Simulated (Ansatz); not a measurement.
Start from BeS (space group P4/nmm, No. 129; a = 3.452 Å, c = 5.621 Å; a hypothetical phase, not in the database extracts checked; layered, stacked along the Cartesian z axis).

The change: cell and atoms relaxed at a pressure of 0.3 GPa.

Levels (all Ansatz, a first-principles code, PAW): PBEsol (420 eV, no spin-orbit coupling); HSE06 (420 eV, scalar-relativistic without spin-orbit coupling).

The geometry is relaxed with PBEsol.

```
Quantity          Result
---------------  -------
PBEsol band gap  3.28 eV
```

With HSE06 at the same geometry, the band gap increases by 1.09 eV to 4.37 eV.

Single points use the geometry relaxed with PBEsol. Load acts through the strain it causes; cell and atoms are relaxed under it. Stability against distortions was not tested. The base started in Pnma and relaxed to P4/nmm at this level. No dispersion term is included in the PBEsol runs.
